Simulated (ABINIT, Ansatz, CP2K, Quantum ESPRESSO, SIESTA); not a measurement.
## One structure in several programs: Lu₃TlC (Pm-3m, 5 atoms in the cell)

Self-consistent single point, at a second geometry (lattice scaled by 0.98). First geometry:

```xyz
5
Lattice="4.7461 0.0000 0.0000 0.0000 4.7461 0.0000 0.0000 0.0000 4.7461" Properties=species:S:1:pos:R:3 pbc="T T T"
Lu     2.3730     0.0000     2.3730
Lu     0.0000     2.3730     2.3730
Lu     2.3730     2.3730     0.0000
Tl     0.0000     0.0000     0.0000
C      2.3730     2.3730     2.3730
```

Shared settings, as Ansatz (an electronic-structure program) writes them: kpoints.mp_grid.grid = 5 5 5; scf.occupations.method = gaussian; scf.occupations.width = 0.136 eV. Potentials and cutoffs stand in the table.

```csv
code,model,ΔF from the first geometry (meV/atom),pressure (GPa),cutoff
Quantum ESPRESSO,"PBEsol, PSlibrary ultrasoft (PBE) pseudopotentials",1.8,3.11,50 Ry
Ansatz,"PBEsol, PAW files made with PBE",7.4,3.97,default
ABINIT,"PBEsol, PAW (JTH v2.0 PBE PAW, files made for PBE)",10.9,4.18,24 Ha
CP2K,"PBEsol, GPW, DZVP-MOLOPT-SR-GTH basis, GTH-PBE potentials (GTH_POTENTIALS)",10.4,4.49,grid 500 Ry
SIESTA,"GGA PBEsol, numerical atomic orbitals DZP, PseudoDojo PBEsol standard norm-conserving potentials (rewritten from UPF to PSML)",-15.3,1.07,grid 400 Ry
```

On Ansatz's run: spin-orbit coupling is off.

The spread over the programs that give each value: ΔF from the first geometry within 26.2 meV/atom; pressure within 3.42 GPa.

CP2K and SIESTA use small atom-centred bases, whose incompleteness enters pressures, forces and empty levels differently from a plane-wave cutoff. Ansatz's pressure is given at a fixed set of plane waves, as the other plane-wave codes print theirs; with its correction for the finite basis it is 4.07 GPa. In the pressure, SIESTA (by 2.90) lies more than 1 GPa from the median of the plane-wave programs.

The starting cell comes from a database of computed structures (which also holds hypothetical and non-ambient phases and stackings), without a prior relaxation at this level. For this run, on top of that: lattice scaled by 0.98.

Left out of this page: FLEUR (not drawn, or without a comparable value).

Keys are those of Ansatz 0.2.
